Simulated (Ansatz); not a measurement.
Consider InAgTe2 in the chalcopyrite structure (space group I-42d, No. 122; a = 6.432 Å, c = 12.766 Å). Axes: x, y, z lie along a, b, c of the conventional cell.

Calculations: DFT with PBEsol, PAW potentials and a 420 eV plane-wave cutoff in Ansatz (a first-principles code), scalar-relativistic without spin-orbit coupling.

One thing is altered: uniaxial strain ε_zz = −3.00 %, all other strain components held at zero; the atoms relax in the strained cell.

**Question.** Predict the stress tensor and what it implies for the stiffness.

**Answer.** Stress of the strained cell less that of the base (GPa, compression positive):
```
   1.29    0.00    0.00
   0.00    1.29    0.00
   0.00    0.00    1.75
```

Then −Δσ_ii/ε with ε = -0.0300 gives secant stiffness values (nonlinear terms included at this strain): C33 ≈ 58 GPa, C13 ≈ 43 GPa and C23 ≈ 43 GPa.

As a check, the harmonic strain energy −½ V₀ Δσ:ε is 5.4 meV/atom; the computed energy rise is 5.3 meV/atom.

Whether these cells are dynamically stable was not tested.
